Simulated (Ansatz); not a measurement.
The parent structure is HfN in the rock salt structure (space group Fm-3m, No. 225; relaxed with 0.1 eV smearing).

```xyz
2
Lattice="0.0000 2.2509 2.2509 2.2509 0.0000 2.2509 2.2509 2.2509 0.0000" Properties=species:S:1:pos:R:3 pbc="T T T"
Hf     0.0000     0.0000     0.0000
N      2.2509     2.2509     2.2509
```

Cartesian axes are those of the cell as printed.

The values are results of PBEsol (Ansatz, a program for electronic structure), scalar-relativistic without spin-orbit coupling, not measurements.

Strains are applied to the cell and any free atomic positions relax; under biaxial strain the out-of-plane vector relaxes too.

One change was made to it. Results:

The energy goes up by 4.8 meV/atom; the pressure (mean of the normal stresses, compression positive) goes from zero to -4.4 GPa.

Task: Which change produced these results?
A) biaxial strain −2.00 %, plane normal [001], relaxed out of plane
B) biaxial strain +2.50 %, plane normal [001], relaxed out of plane
C) biaxial strain +1.00 %, plane normal [001], relaxed out of plane

Result: C, biaxial strain +1.00 %, plane normal [001], relaxed out of plane. For comparison, the energy relative to the base in the other runs: biaxial strain −2.00 %, plane normal [001], relaxed out of plane gives +22 meV/atom; biaxial strain +2.50 %, plane normal [001], relaxed out of plane gives +28 meV/atom.

Stability against distortions was not tested. The final runs are not spin-polarised. An odd electron count without spin: HfN.
